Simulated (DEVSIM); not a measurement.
Device: Schottky contact on n-type Si, at 250 K.

```tsv
layer (left to right)	material	thickness (μm)	Nd (cm⁻³)	τn (s)	τp (s)
1	Si	8.00	5.2e15	2.4e-7	2.4e-7
```

Left contact: Schottky, work function 4.9 eV, emission velocity 1.8e6 cm/s. Right contact: ohmic. Voltage is applied to the left contact. Recombination: SRH at mid-gap, Auger. Mobility is μmin + (μ − μmin)/(1 + (N/Nref)^α).

This is a model device: material constants are rounded textbook-type values typed into the input, and sizes, dopings and lifetimes were drawn at random. Values at 300 K; Nc and Nv go as T^1.5, mobilities as T to minus their exponent, the gap by Varshni's rule with the affinity fixed.

```
parameter               Si
----------------  --------
gap (eV)             1.124
affinity (eV)         4.05
permittivity          11.7
Nc (cm⁻³)          2.86e19
Nv (cm⁻³)           3.1e19
μn (cm²/Vs)           1417
μp (cm²/Vs)            470
μn,min                  52
μp,min                  45
Nref,n              9.7e16
Nref,p              2.2e17
αn                    0.68
αp                    0.72
T exponent of μn       2.3
T exponent of μp       2.2
Cn (cm⁶/s)         2.8e-31
Cp (cm⁶/s)         9.9e-32
Varshni α (eV/K)  0.000473
Varshni β (K)          636
```

Simulated with DEVSIM: 1D drift-diffusion, Boltzmann statistics, complete ionisation; no tunnelling, impact ionisation, image-force lowering or self-heating. Metal contacts follow the ideal Schottky-Mott rule: no Fermi-level pinning, no interface dipoles.

Base results: largest field in the device at zero bias (V/cm) 32000; dark forward voltage at 100 A/cm² (V) 0.668; potential step across the device at zero bias (V) 0.670.

### Question
What follows from this one change: doping Nd of layer 1 5.2e+15 → 1.6e+16 cm^-3?

### Answer
largest field in the device at zero bias 32000 → 58000 V/cm; dark forward voltage at 100 A/cm² 0.668 → 0.635 V; potential step across the device at zero bias 0.670 → 0.695 V.

### Question
What follows from this one change: thickness of layer 1 8 → 1.6 μm?

### Answer
largest field in the device at zero bias little changed (32000 V/cm); dark forward voltage at 100 A/cm² 0.668 → 0.628 V; potential step across the device at zero bias little changed (0.670 V).

### Question
What follows from this one change: constant mobility in place of the doping-dependent one?

### Answer
largest field in the device at zero bias little changed (32000 V/cm); dark forward voltage at 100 A/cm² 0.668 → 0.661 V; potential step across the device at zero bias little changed (0.670 V).
